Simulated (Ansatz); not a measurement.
An Ansatz (a program for electronic structure) run: Mo2N with a change (N → F); DFT with PBEsol, PAW potentials and a 420 eV plane-wave cutoff in Ansatz, without spin-orbit coupling.

Input:

Ansatz 0.2 input:
```yaml
crystal:
  lattice:
    - [1.5279152591, 0.8821422862, 5.3907686261]
    - [-1.5279152591, 0.8821422862, 5.3907686261]
    - [0, -1.7642845723, 5.3907686261]
  atoms:
    - { symbol: Mo, position: [0.2174880761, 0.2174880761, 0.2174880761] }
    - { symbol: Mo, position: [0.7825119239, 0.7825119239, 0.7825119239] }
    - { symbol: F, position: [0, 0, 0] }
basis: { ecutwfc: 420, ecutrho_ratio: 4, xc_grid: 2, fft_grid_basis: typed }
kpoints: { mp_grid: { grid: [18, 18, 18] } }
hamiltonian:
  xc: pbesol
  dispersion: none
  pseudopotentials: { kind: paw }
scf: { occupations: { method: fermi_dirac, width: 0.05 }, convergence: { dr2_threshold: 0.0000000003 } }
output: { forces: true, stress: true }
checkpoint: { write: state.ck, write_every: 1000 }
```

Output:

```
WARN ansatz: RAYON_NUM_THREADS=2 ignored (pool sized by the plan → 2); use --threads N
Pseudopotentials: kind: paw
Pseudopotential: Mo, paw, valence charge 14
Pseudopotential: F, paw, valence charge 7
Functional definition: PBEsol
Crystal: 3 atoms, lattice volume = 43.595 Å³
Basis set: ecut = 420 eV, 841 PW (Γ), exchange–correlation on 80×80×80 points (8 copies of the dense FFT grid, shifted against one another)
Bands: 22, of which v1, the nominal top of the filled ones, is band 18 counted from 1 (17 counted from 0)
Symmetry: 12 space group operations
Space group: R-3m (ITA 166), of the structure as read, at distance tolerance 3.5e-5 Å
k-points: 580 of 5832
PAW frozen core: Mo, regenerated for the run's functional, and the local potential with it
PAW frozen core: F, regenerated for the run's functional, and the local potential with it
Initial density: superposition of atomic densities (neutral atoms: chi_scale 0, normalization atom), corrected by the library's trained network
Initial wavefunctions: pseudopotential atomic-orbital guess
Eigensolver: davidson
Functional: x = pbesol(κ = 0.804, μ = 0.12345679012345678), c = pbesol(β = 0.046)
SCF iter   1: F=—  HF=-10593.676220 eV  |F-HF|=—  |Δ(HF+E_count)|=         —  Δρ=2.16e-2  dr2=1.82e-1  ethr=1.77e-3  ⟨swp⟩=5.9  Hψ=55667  notcnv=0
all-band conjugate gradients solve this SCF's bands
preconditioner: auto → Kerker (q_TF=auto, 2.630 Å⁻¹)
SCF iter   2: F=—  HF=-10593.645107 eV  |F-HF|=—  |Δ(HF+E_count)|=   3.11e-2  Δρ=7.77e-3  dr2=4.27e-2  ethr=5.20e-4  ⟨swp⟩=2.0  Hψ=21461  notcnv=0
SCF iter   3: F=—  HF=-10593.637211 eV  |F-HF|=—  |Δ(HF+E_count)|=   7.90e-3  Δρ=2.23e-3  dr2=8.01e-3  ethr=1.22e-4  ⟨swp⟩=2.4  Hψ=18942  notcnv=0
SCF iter   4: F=—  HF=-10593.635188 eV  |F-HF|=—  |Δ(HF+E_count)|=   2.02e-3  Δρ=8.05e-4  dr2=8.73e-4  ethr=2.29e-5  ⟨swp⟩=2.0  Hψ=15902  notcnv=0
SCF iter   5: F=—  HF=-10593.634923 eV  |F-HF|=—  |Δ(HF+E_count)|=   2.65e-4  Δρ=2.61e-4  dr2=4.97e-5  ethr=2.50e-6  ⟨swp⟩=1.4  Hψ=17613  notcnv=0
SCF iter   6: F=—  HF=-10593.634910 eV  |F-HF|=—  |Δ(HF+E_count)|=   1.27e-5  Δρ=6.85e-5  dr2=2.26e-6  ethr=1.42e-7  ⟨swp⟩=2.3  Hψ=17865  notcnv=0
SCF iter   7: F=—  HF=-10593.634912 eV  |F-HF|=—  |Δ(HF+E_count)|=   1.51e-6  Δρ=1.36e-5  dr2=6.65e-8  ethr=6.44e-9  ⟨swp⟩=2.0  Hψ=16391  notcnv=0
SCF iter   8: F=—  HF=-10593.634912 eV  |F-HF|=—  |Δ(HF+E_count)|=   6.32e-8  Δρ=2.57e-6  dr2=2.74e-9  ethr=1.90e-10  ⟨swp⟩=2.1  Hψ=17525  notcnv=0
SCF iter   9: F=-10593.634912 eV  HF=-10593.634912 eV  |F-HF|=1.09e-11  |Δ(HF+E_count)|=  6.77e-10  Δρ=5.86e-7  dr2=1.42e-10  ethr=1.00e-12  ⟨swp⟩=4.3  Hψ=44153  notcnv=0
SCF 1 converged in 9 iterations: F = -10593.634912 eV  dr2 = 1.42e-10
SCF converged after 9 iterations
Free energy (F): -10593.634912 eV
Harris-Foulkes:  -10593.634912 eV  (|F-HF|=1.09e-11)
Internal energy: -10593.620187 eV  (E = F + TS)
E sigma→0 (E₀):  -10593.627549 eV
Entropy (-TS):   -0.014725 eV (-4.908 meV/atom)
Fermi energy:    16.410766 eV
--- Per-component energies (eV) ---
  E_band       = -213.536967
  E_kinetic    = 1090.435804
  E_local      = -2518.387405  (includes V_loc(G=0)·N_el)
  E_nonlocal   = 368.446239
  E_hartree    = 880.460869
  E_xc         = -442.218220
  E_vxc        = -556.777033  (∫ρ·V_xc dr)
  E_paw        = -6482.677094  (= ΣΔE_a)
  E_vpaw       = -358.178231  (= ΣTr[D̂ρ^β])
  E_aug_tail   = 0.002084  (compensation charges beyond the density's cutoff)
  E_ewald      = -3490.143505
  E_core_change = 0.461041  (= ΣΔE_core)
  E_smearing   = -0.014725  (= −TS)
  E_closure    = 0.000000  (closes the sum)
  Σ components = -10593.634912   (vs F -10593.634912, Δ=0.00e0)
  [band-id]    e_kinetic+e_local+e_nonlocal+2·e_hartree+e_vxc+e_vpaw+e_augmentation_tail = -213.536804   (vs E_band -213.536967, Δ=1.63e-4)
--- Forces (eV/Å), atoms counted from 1 ---
  atom   1  Mo     0.00000000    -0.00000000    -0.00010092
  atom   2  Mo     0.00000000     0.00000000     0.00010092
  atom   3  F      0.00000000    -0.00000000     0.00000000
  max |Σ_I F_I| component: 2.71e-20 eV/Å
--- Stress (GPa, compression-positive) ---
       -0.000865       0.000000       0.000000
        0.000000      -0.000865       0.000000
        0.000000       0.000000      -0.001269
  P = ⅓ Tr σ = -0.0010 GPa (-0.010 kbar)
  The stress holds the Pulay correction. Without it, at fixed plane waves, as pw.x and ABINIT print it: P = -0.3244 GPa
  The stress includes an estimate of the error left by incomplete SCF convergence (largest component -0.0002 GPa).
--- Band table ---
  band table: none
```

Whether these cells are dynamically stable was not tested. No Hubbard U is applied, and correlation can decide whether such a compound is a metal. All final runs are without spin polarisation. An odd electron count without spin: Mo2F. The cell was made from Mo2N by this change: N → F; the result is a hypothetical phase, not in the database extracts checked.
